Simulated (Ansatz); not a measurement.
Base system: Sc in the hcp (Mg type) structure (space group P6_3/mmc, No. 194; a = 3.318 Å, c = 5.186 Å; relaxed with 0.1 eV smearing). Axes: x lies along a and z along c of the hexagonal cell.

Structures relaxed with Ansatz (a program for electronic structure), PBE, PAW, cutoff 420 eV, no spin-orbit coupling, earlier PAW set.

Base:

Simulated powder pattern, Cu Kα1, λ = 1.54056 Å (kinematic, ideal powder, no thermal factors, no anomalous dispersion; the 8 strongest lines at most, above 2 %, up to 2θ = 90°):

```tsv
2θ (°)	I/Imax (%)	hkl
31.10	25	(100)
34.56	24	(002)
35.69	100	(101)
47.17	14	(102)
55.33	17	(110)
62.67	16	(103)
66.90	17	(112)
67.60	13	(201)
```

One thing is altered: biaxial strain −2.29 %, plane normal [001], relaxed out of plane (Cartesian); in-plane vectors clamped, the third vector and the atoms free.

Task: How do the reflections move or split?

Result: 
Simulated powder pattern, Cu Kα1, λ = 1.54056 Å (kinematic, ideal powder, no thermal factors, no anomalous dispersion; the 8 strongest lines at most, above 2 %, up to 2θ = 90°):

| 2θ (°) | I/Imax (%) | hkl |
|---|---|---|
| 31.85 | 24 | (100) |
| 34.07 | 27 | (002) |
| 36.24 | 100 | (101) |
| 47.32 | 15 | (102) |
| 56.74 | 16 | (110) |
| 62.40 | 17 | (103) |
| 67.86 | 17 | (112) |
| 69.21 | 12 | (201) |

The indices refer to the base's conventional cell; one index is shown for lines that coincide.

No phonon test of stability was made. The final runs are not spin-polarised.
